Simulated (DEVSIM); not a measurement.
Device: abrupt Ge n-p junction, at 300 K.

Layer 1 from the left is Ge, thickness (μm) 26.0, Nd (cm⁻³) 2.9e16, τn (s) 1.7e-5, τp (s) 1.7e-5. Layer 2 from the left is Ge, thickness (μm) 170, Na (cm⁻³) 1.7e14, τn (s) 1.7e-5, τp (s) 1.7e-5.

Left contact: ohmic. Right contact: ohmic. Voltage is applied to the left contact. Recombination: SRH at mid-gap. Mobility is μmin + (μ − μmin)/(1 + (N/Nref)^α).

This is a model device: material constants are rounded textbook-type values typed into the input, and sizes, dopings and lifetimes were drawn at random. Values at 300 K.

Ge: gap (eV) 0.664, affinity (eV) 4, permittivity 16, Nc (cm⁻³) 1.04e19, Nv (cm⁻³) 6e18, μn (cm²/Vs) 3900, μp (cm²/Vs) 1900, μn,min 150, μp,min 100, Nref,n 2.6e17, Nref,p 4e17, αn 0.56, αp 0.6.

DEVSIM, 1D drift-diffusion, Boltzmann statistics, complete ionisation; no tunnelling, impact ionisation, image-force lowering or self-heating.

Q: What does the simulation give for the largest field in the device at zero bias, the potential step across the device at zero bias, the dark forward voltage at 100 A/cm², the dark forward voltage at 1 A/cm²?

A: largest field in the device at zero bias 8200 V/cm; potential step across the device at zero bias 0.242 V; dark forward voltage at 100 A/cm² 0.676 V; dark forward voltage at 1 A/cm² 0.189 V.
